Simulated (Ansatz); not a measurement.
System: interstitial H in 4H silicon carbide (charge state +1). Level of theory: PBE, PAW (plane waves to 420 eV; Ansatz, a first-principles code).

Cell of 72 host sites held at the relaxed PBE lattice; the Γ point alone; Fermi-Dirac width 0.01 eV, spin-restricted; finite-size errors left in. Energies are static. The charge state is imposed; whether it is stable for some Fermi level was not computed. Sites that were not tried may lie lower.

Barriers: single points on a 2×2×2 k-point mesh shifted by half a step along c at the bands' geometries (they differ from the bands' own by up to 0.13 eV, and are uncertain by about as much).

The step: a direct jump of one H atom; the atom moves 1.06 Å along (-0.34, 0.00, 0.00) of the unit cell; the moving atom starts with neighbours C at 1.10, C at 2.18; Si at 1.91, Si at 1.93, Si at 2.14 Å and ends with C at 1.10, C at 2.18; Si at 1.91, Si at 1.93, Si at 2.14 Å.

**Question.** Predict the migration barrier of this step from PBE, PAW.

**Answer.** 0.51 eV, the same both ways. At the saddle the moving atom has neighbours 2 C at 1.47; Si at 1.64 Å. The program found a first-order saddle point.
